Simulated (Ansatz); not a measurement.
# TiSi2 with two functionals, uniaxial strain ε_xx = +4.78 %

The reference is TiSi₂ (space group Cmcm, No. 63; a = 3.546 Å, b = 13.563 Å, c = 3.580 Å). Axes: x, y, z lie along a, b, c of the conventional cell.

(Cell as relaxed with PBE.)

Levels (all Ansatz, a quantum-chemistry and plane-wave program, PAW): PBE (420 eV, no spin-orbit coupling); PBEsol (420 eV, spin-orbit coupling left out).

Each level relaxes its own structure.

| base | PBE | PBEsol |
|---|---|---|
| volume per atom | 14.35 Å³ | 13.91 Å³ |
| band gap | zero | zero |

One thing is altered: uniaxial strain ε_xx = +4.78 %, all other strain components held at zero, atoms relaxed at fixed cell.

```tsv
quantity	PBE	PBEsol
shortest interatomic distance	241.9 pm	?
pressure (mean of the normal stresses, compression positive)	-5.8 GPa	?
energy relative to the base (free energy F)	+25 meV/atom	?
largest internal atomic displacement	0.012 Å	?
```

**Question.** What does PBEsol give?

**Answer.** 
- shortest interatomic distance, PBEsol: 240.9 pm
- pressure (mean of the normal stresses, compression positive), PBEsol: -6.4 GPa
- energy relative to the base (free energy F), PBEsol: +26 meV/atom
- largest internal atomic displacement, PBEsol: 0.013 Å

PBE's shortest interatomic distance lies 1.0 pm above PBEsol's (0.4 %); PBE's pressure lies 0.52 GPa above PBEsol's; PBE's energy relative to the base lies 1.0 meV/atom below PBEsol's. Neither level is exact; PBEsol is the comparison here, not a measurement.

Without a gap, meshes like the base's 14×14×13 leave anisotropic stresses uncertain by several tenths of a GPa, and small strain energies with them. Whether these cells are dynamically stable was not tested. The final runs are not spin-polarised.
